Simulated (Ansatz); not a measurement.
Band structure of YTiSi (P4/nmm, 6 atoms in the cell).

```xyz
6
Lattice="4.0180 0.0000 0.0000 0.0000 4.0180 0.0000 0.0000 0.0000 7.6872" Properties=species:S:1:pos:R:3 pbc="T T T"
Y      0.0000     2.0090     2.6865
Y      2.0090     0.0000     5.0007
Ti     0.0000     0.0000     0.0000
Ti     2.0090     2.0090     0.0000
Si     0.0000     2.0090     5.8841
Si     2.0090     0.0000     1.8031
```
Moments meant for the start (each program seeds them in its own way; μB, in the order of the atoms Y Y Ti Ti Si Si): 0.0 0.0 1.0 1.0 0.0 0.0.

Computed with LDA (PW92), default PAW files made with PBE (plane waves; Ansatz, a quantum-chemistry and plane-wave program).

Settings: kpoints.mp_grid.grid = 5 5 3; hamiltonian.xc = lda; hamiltonian.pseudopotentials = {kind: paw} (the program's default PAW files); magnetization.spin_polarized = true; scf.occupations.method = methfessel_paxton; scf.occupations.width = 0.2 eV; kpoints.band_path.npoints = 6.

The starting cell comes from a database of computed structures (which also holds hypothetical and non-ambient phases and stackings), without a prior relaxation at this level. The starting moments vanished: the run ended non-magnetic. The program warned that a starting moment was not kept.

Levels in eV from the Fermi level, bands 24 to 31 of the first spin channel:
```csv
point,24,25,26,27,28,29,30,31
Γ,-0.81,-0.73,-0.19,0.03,0.03,0.84,1.68,1.68
X,-1.32,-0.38,-0.38,0.22,0.22,0.50,0.50,1.58
M,-1.79,-0.48,-0.48,-0.28,-0.28,0.20,0.20,1.67
Z,-0.53,-0.50,-0.19,-0.18,-0.18,0.15,2.10,2.10
R,-1.27,-0.52,-0.52,0.51,0.51,1.03,1.03,1.27
A,-1.65,-0.69,-0.69,-0.13,-0.13,0.07,0.07,1.71
```

Bands cross the Fermi level along this path, so the cell is metallic at this level.

The net moment of the cell came out as 0.00 μB.

Keys are those of Ansatz 0.2.
